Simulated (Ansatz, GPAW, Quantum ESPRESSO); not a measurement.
**One structure in several programs: SrIr₂ (Fd-3m, 6 atoms in the cell)**

Self-consistent single point.

```
CELL_PARAMETERS angstrom
      0.00000     3.82390     3.82390
      3.82390     0.00000     3.82390
      3.82390     3.82390     0.00000
ATOMIC_POSITIONS crystal
  Sr 0.25000 0.25000 0.25000
  Sr 0.00000 0.00000 0.00000
  Ir 0.62500 0.12500 0.62500
  Ir 0.62500 0.62500 0.62500
  Ir 0.12500 0.62500 0.62500
  Ir 0.62500 0.62500 0.12500
```

Shared settings, as Ansatz (an electronic-structure program) writes them: kpoints.mp_grid.grid = 3 3 3; scf.occupations.method = gaussian; scf.occupations.width = 0.136 eV. Potentials and cutoffs stand in the table.

```tsv
code	model	pressure (GPa)	cutoff
GPAW	LDA (Perdew-Wang 92), GPAW PAW datasets LDA (gpaw-data 1.0.1)	-4.04	550 eV
Quantum ESPRESSO	LDA (PZ), GBRV 1.5 ultrasoft (LDA) pseudopotentials	-4.32	40 Ry
Ansatz	LDA (PW92), PAW files made with PBE	-3.93	420 eV
```

On Ansatz's run: spin-orbit coupling is off. Spin polarisation is off.

The spread over the programs that give each value: pressure within 0.39 GPa.

Ansatz's pressure is given at a fixed set of plane waves, as the other plane-wave codes print theirs; with its correction for the finite basis it is -3.90 GPa. The same LDA comes in different parametrisations, which differ slightly.

On the base mesh (9 9 9) the same programs gave: Ansatz pressure -4.39 GPa; Quantum ESPRESSO pressure -4.80 GPa; GPAW pressure -4.49 GPa.

The values differ from the base mesh's, so the mesh still matters here: the table compares the programs at equal settings.

The starting cell comes from a database of computed structures (which also holds hypothetical and non-ambient phases and stackings), without a prior relaxation at this level. Its lattice was rescaled by a random factor within 2.5 % of one.

Left out of this page: Elk and FLEUR (not drawn, or without a comparable value).

Keys are those of Ansatz 0.2.
